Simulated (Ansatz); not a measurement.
Results of r²SCAN+rVV10 (PAW; Ansatz, an electronic-structure program) for 1T (CdI2-type) MgI2.

Rigid layers of the crystal as relaxed at this level are moved apart or together:

```
run   k mesh  layer repeat (Å)  energy against free layers (meV/Å²)  gap on the mesh (eV)
---  -------  ----------------  -----------------------------------  --------------------
1    12×12×6              6.56                               -10.14                 3.828
2    12×12×6              6.71                               -11.33                 3.966
3    12×12×6              6.86                               -11.71                 4.081
4    12×12×6              7.06                               -11.41                 4.179
5    12×12×6              7.36                               -10.07                 4.194
6    12×12×4              7.86                                -7.36                 4.218
7    12×12×4              8.86                                -3.63                 4.245
8    12×12×4             10.86                                -1.20                 4.264
```

The lowest energy of these points lies at a layer repeat of 6.86 Å.

Spin–orbit coupling is not included.
